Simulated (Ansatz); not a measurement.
WN₂ (model structure, Pca2₁, No. 29, 12 atoms in the cell), treated with PBEsol (plane waves, PAW; Ansatz, a program for electronic structure).

Input:

Ansatz 0.2 input:
```yaml
crystal:
  lattice:
    - [4.992810148, 0.0, 0.0]
    - [0.0, 4.8256421594, 0.0]
    - [0.0, 0.0, 4.9138945738]
  atoms:
    - { symbol: W, position: [0.0637170624, 0.2810822417, 0.2325461324] }
    - { symbol: W, position: [0.9362829376, 0.7189177583, 0.7325461324] }
    - { symbol: W, position: [0.5637170624, 0.7189177583, 0.2325461324] }
    - { symbol: W, position: [0.4362829376, 0.2810822417, 0.7325461324] }
    - { symbol: N, position: [0.3588768223, 0.0729157511, 0.1283582279] }
    - { symbol: N, position: [0.6411231777, 0.9270842489, 0.6283582279] }
    - { symbol: N, position: [0.8588768223, 0.9270842489, 0.1283582279] }
    - { symbol: N, position: [0.1411231777, 0.0729157511, 0.6283582279] }
    - { symbol: N, position: [0.2465472267, 0.5710978946, -0.0049043603] }
    - { symbol: N, position: [0.7534527733, 0.4289021054, 0.4950956397] }
    - { symbol: N, position: [0.7465472267, 0.4289021054, -0.0049043603] }
    - { symbol: N, position: [0.2534527733, 0.5710978946, 0.4950956397] }
basis:
  ecutwfc: 520
  ecutrho_ratio: 4
  xc_grid: 2
kpoints:
  mp_grid: { grid: [12, 12, 12] }
  band_path:
    path:
      - [0.0, 0.0, 0.0]
      - [0.1, 0.0, 0.0]
      - [0.2, 0.0, 0.0]
      - [0.3, 0.0, 0.0]
      - [0.4, 0.0, 0.0]
      - [0.5, 0.0, 0.0]
      - [0.5, 0.083333, 0.0]
      - [0.5, 0.166667, 0.0]
      - [0.5, 0.25, 0.0]
      - [0.5, 0.333333, 0.0]
      - [0.5, 0.416667, 0.0]
      - [0.5, 0.5, 0.0]
      - [0.4, 0.5, 0.0]
      - [0.3, 0.5, 0.0]
      - [0.2, 0.5, 0.0]
      - [0.1, 0.5, 0.0]
      - [0.0, 0.5, 0.0]
      - [0.0, 0.416667, 0.0]
      - [0.0, 0.333333, 0.0]
      - [0.0, 0.25, 0.0]
      - [0.0, 0.166667, 0.0]
      - [0.0, 0.083333, 0.0]
      - [0.0, 0.0, 0.083333]
      - [0.0, 0.0, 0.166667]
      - [0.0, 0.0, 0.25]
      - [0.0, 0.0, 0.333333]
      - [0.0, 0.0, 0.416667]
      - [0.0, 0.0, 0.5]
      - [0.1, 0.0, 0.5]
      - [0.2, 0.0, 0.5]
      - [0.3, 0.0, 0.5]
      - [0.4, 0.0, 0.5]
      - [0.5, 0.0, 0.5]
      - [0.5, 0.083333, 0.5]
      - [0.5, 0.166667, 0.5]
      - [0.5, 0.25, 0.5]
      - [0.5, 0.333333, 0.5]
      - [0.5, 0.416667, 0.5]
      - [0.5, 0.5, 0.5]
      - [0.4, 0.5, 0.5]
      - [0.3, 0.5, 0.5]
      - [0.2, 0.5, 0.5]
      - [0.1, 0.5, 0.5]
      - [0.0, 0.5, 0.5]
      - [0.0, 0.416667, 0.5]
      - [0.0, 0.333333, 0.5]
      - [0.0, 0.25, 0.5]
      - [0.0, 0.166667, 0.5]
      - [0.0, 0.083333, 0.5]
      - [0.5, 0.0, 0.083333]
      - [0.5, 0.0, 0.166667]
      - [0.5, 0.0, 0.25]
      - [0.5, 0.0, 0.333333]
      - [0.5, 0.0, 0.416667]
      - [0.0, 0.5, 0.083333]
      - [0.0, 0.5, 0.166667]
      - [0.0, 0.5, 0.25]
      - [0.0, 0.5, 0.333333]
      - [0.0, 0.5, 0.416667]
      - [0.5, 0.5, 0.083333]
      - [0.5, 0.5, 0.166667]
      - [0.5, 0.5, 0.25]
      - [0.5, 0.5, 0.333333]
      - [0.5, 0.5, 0.416667]
    npoints: 1
hamiltonian:
  xc: pbesol
  dispersion: none
  pseudopotentials: { kind: paw }
scf:
  occupations: { method: fermi_dirac, width: 0.05 }
  convergence: { dr2_threshold: 0.0000000012 }
output:
  forces: true
  stress: true
  eigenvalues: true
  write_bands: true
```

From the output:

```
Crystal: 12 atoms, lattice volume = 118.393 Å³
Basis set: ecut = 520 eV, 3169 PW (Γ), exchange–correlation on 80×72×80 points (8 copies of the dense FFT grid, shifted against one another)
Bands: 60, of which v1, the nominal top of the filled ones, is band 48 counted from 1 (47 counted from 0)
Symmetry: 4 space group operations
Space group: Pca21 (ITA 29), of the structure as read, at distance tolerance 4.9e-5 Å
k-points: 343 of 1728 (time reversal used)
Functional: x = pbesol(κ = 0.804, μ = 0.12345679012345678), c = pbesol(β = 0.046)
SCF iter   1: F=—  HF=-44057.156899 eV  |F-HF|=—  |Δ(HF+E_count)|=         —  Δρ=2.33e-2  dr2=6.09e-1
SCF iter   2: F=—  HF=-44057.073138 eV  |F-HF|=—  |Δ(HF+E_count)|=   8.38e-2  Δρ=9.72e-3  dr2=9.92e-2
  ...
SCF iter   7: F=—  HF=-44057.057904 eV  |F-HF|=—  |Δ(HF+E_count)|=   2.75e-8  Δρ=1.84e-6  dr2=3.00e-9
SCF iter   8: F=-44057.057904 eV  HF=-44057.057904 eV  |F-HF|=1.46e-11  |Δ(HF+E_count)|=   1.31e-9  Δρ=3.46e-7  dr2=1.59e-10
SCF 1 converged in 8 iterations: F = -44057.057904 eV  dr2 = 1.59e-10
SCF converged after 8 iterations
Free energy (F): -44057.057904 eV
Internal energy: -44057.057870 eV  (E = F + TS)
E sigma→0 (E₀):  -44057.057887 eV
Fermi energy:    16.449545 eV
--- Stress (GPa, compression-positive) ---
       -0.004899       0.000000       0.000000
        0.000000      -0.005745       0.000000
        0.000000       0.000000       0.010728
  P = ⅓ Tr σ = 0.0000 GPa (0.000 kbar)
```

The PAW data were made under PBE.

Note: the relaxation could raise the start's symmetry but not lower it, so the cell can be a saddle point.

A model structure was made by putting elements into a prototype or built by hand; it is no filed structure, need not be a known phase, and can be a saddle point held by its symmetry.
